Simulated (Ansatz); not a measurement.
Take HfC in the rock salt structure (space group Fm-3m, No. 225; a = 4.607 Å; relaxed with 0.1 eV smearing) as the base. Axes: x, y, z lie along the cube axes.

Method: PBEsol (Ansatz, an electronic-structure program; PAW; 420 eV plane waves; no spin-orbit coupling).

Strains are applied to the cell and any free atomic positions relax.

One change was made to it. Results:

| quantity | base | after |
|---|---|---|
| energy relative to the base (free energy F) | 0 meV/atom | +2.0 meV/atom |
| pressure (mean of the normal stresses, compression positive) | 0.0 GPa | 0.0 GPa |

### Question
What was done to the base?
A) tensor shear ε_xy = +0.29 %
B) tensor shear ε_xy = +0.86 %
C) tensor shear ε_xy = +1.71 %
D) tensor shear ε_xy = +2.00 %

### Answer
B, tensor shear ε_xy = +0.86 %. For comparison, the energy relative to the base in the other runs: tensor shear ε_xy = +0.29 % gives +0.2 meV/atom; tensor shear ε_xy = +2.00 % gives +11 meV/atom; tensor shear ε_xy = +1.71 % gives +7.8 meV/atom.

No phonon test of stability was made. All final runs are without spin polarisation.
